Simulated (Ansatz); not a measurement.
## WSi2 under a change: pressure 45 GPa

Consider WSi2 (space group I4/mmm, No. 139; a = 3.229 Å, c = 7.868 Å).

One thing is altered: cell and atoms relaxed at a pressure of 45 GPa.

Level of theory: DFT with PBE, PAW potentials and a 420 eV plane-wave cutoff in Ansatz (a program for electronic structure), no spin-orbit coupling, earlier PAW set. k-mesh 20×20×20 (Γ-centred); smearing 0.05 eV (Fermi–Dirac).

| quantity | base | changed | shift |
|---|---|---|---|
| volume per atom | 13.68 Å³ | 11.78 Å³ | -1.90 Å³ |
| density | 9.71 g/cm³ | 11.28 g/cm³ | +1.57 g/cm³ |
| lattice parameter a | 3.229 Å | 3.060 Å | -0.169 Å |
| c/a ratio | 2.436 | 2.466 | +0.0294 |
| shortest interatomic distance | 2.603 Å | 2.495 Å | -0.108 Å |
| enthalpy H = E + PV relative to the base's energy | – | +3.54 eV/atom | – |
| band gap | zero | zero | – |

Load acts through the strain it causes; cell and atoms are relaxed under it. No phonon test of stability was made. Competing high-pressure phases were not computed. The final runs are not spin-polarised.
